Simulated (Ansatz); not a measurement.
Base system: TiC in the rock salt structure (space group Fm-3m, No. 225; a = 4.293 Å; relaxed with 0.1 eV smearing).

Level of theory: PBEsol in Ansatz (plane waves to 420 eV, PAW, no SOC).

Base values:

```
Item       Result
--------  -------
Pressure  0.0 GPa
Band gap     zero
```

It is then changed as follows: an isotropic linear strain of +1.50 %; the atoms relax in the strained cell.

**Question.** How does this affect the pressure?

**Answer.** The pressure goes from zero to -10.9 GPa.

**Question.** How does this affect the energy relative to the base?

**Answer.** The energy grows by 16 meV/atom.

**Question.** What does the calculation give for the band gap after the change?

**Answer.** The band gap remains zero.

Stability against distortions was not tested. The final runs are not spin-polarised.

Ansatz is a first-principles code.
